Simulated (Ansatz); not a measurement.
# Defect calculation: Al on the C site (Al_C) in diamond

Computed with PBE, PAW (plane waves to 420 eV; Ansatz, a first-principles code). Cell: 64 sites, 2×2×2; final energies on a 2×2×2 shifted mesh. Site at the start: the C site. Energies of charged states are corrected for periodic images (point charge plus alignment at distant sites). Dielectric constants: PBE linear response of the host. Host gap at this level: 4.13 eV. Finite-size and sampling errors can reach tenths of an eV here. Levels are measured in PBE's own, too narrow, gap. Spin–orbit coupling is left out. Each state is the lowest found from its start.

Formation energies E_f are given with the Fermi level at the valence-band maximum. Chemical conditions: impurity bounded by its compound with the host (Δμ(C) = 0.14 eV, Δμ(Al) = -0.26 eV, bounded by Al4C3 (R-3m); only phases computed here count, gases as isolated molecules at 0 K). Reference phases: Al: fcc Al, C: graphite.

```csv
charge,moment (μB),point group,largest move off a lattice site (Å),image correction with alignment (eV),"E_f, impurity bounded by its compound with the host (eV)"
+1†,not spin-polarised,–,0.25,0.45,–
0,1.0,near Td,0.25,0.00,8.21
−1,not spin-polarised,Td,0.23,0.23,8.94
```

† Not settled in this cell, so no level is given: charge +1: a level filled in part, carriers not clearly localised, level within 0.1 eV of a band edge or past it.

Point groups are those of the whole cell at tolerances of 0.03 and 0.1 Å ("near" where only the looser one holds); none is given for unsettled states.

Transition levels above the valence-band maximum: ε(0/−1) = 0.72 eV. With a charge missing or unsettled, these needn't be thermodynamic levels.

All states together cost around 13 core-minutes (rough).
